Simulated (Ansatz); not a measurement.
Candidate structures of LaTiO2N, relaxed level by level: LaTiO2N (I2₁2₁2₁, No. 24, 10 atoms in the cell; start mp-1222738); LaTiO2N (Imma, No. 74, 10 atoms in the cell; start mp-1222753); LaTiO2N (P1, No. 1, 20 atoms in the cell; start mp-754453); LaTiO2N (P2₁, No. 4, 20 atoms in the cell; start mp-775918); LaTiO2N (Pmma, No. 51, 10 atoms in the cell; start mp-1178120). Levels: PBEsol in Ansatz (PAW), r²SCAN in Ansatz (plane waves, PAW), r²SCAN+rVV10 in Ansatz (PAW).

Which structure has the lowest energy at each level, and how far above it lie the others?

Lowest: PBEsol, LaTiO2N (I2₁2₁2₁, No. 24, 10 atoms in the cell; start mp-1222738) (within 10 meV/atom of LaTiO2N (P2₁, No. 4, 20 atoms in the cell; start mp-775918), too close to call); r²SCAN, LaTiO2N (I2₁2₁2₁, No. 24, 10 atoms in the cell; start mp-1222738) (within 10 meV/atom of LaTiO2N (P2₁, No. 4, 20 atoms in the cell; start mp-775918), too close to call); r²SCAN+rVV10, LaTiO2N (I2₁2₁2₁, No. 24, 10 atoms in the cell; start mp-1222738) (within 10 meV/atom of LaTiO2N (P2₁, No. 4, 20 atoms in the cell; start mp-775918), too close to call). Energies above the lowest of these candidates, meV/atom:

```
structure                                                          PBEsol  r²SCAN  r²SCAN+rVV10
-----------------------------------------------------------------  ------  ------  ------------
LaTiO2N (I2₁2₁2₁, No. 24, 10 atoms in the cell; start mp-1222738)       0       0             0
LaTiO2N (P2₁, No. 4, 20 atoms in the cell; start mp-775918)             3       2             2
LaTiO2N (P1, No. 1, 20 atoms in the cell; start mp-754453)             25      28            28
LaTiO2N (Pmma, No. 51, 10 atoms in the cell; start mp-1178120)         36      29            28
LaTiO2N (Imma, No. 74, 10 atoms in the cell; start mp-1222753)         49      51            49
```

Static-lattice energies; unlike cells have unlike k meshes, which leaves some meV/atom of uncertainty, and other structures than these can lie lower.

Note: the relaxation could not lower the start's symmetry, so the cell can be a saddle point above a distorted one.

A start named mp-… is a Materials Project structure, which need not be a measured phase.

Ansatz is a program for electronic structure.
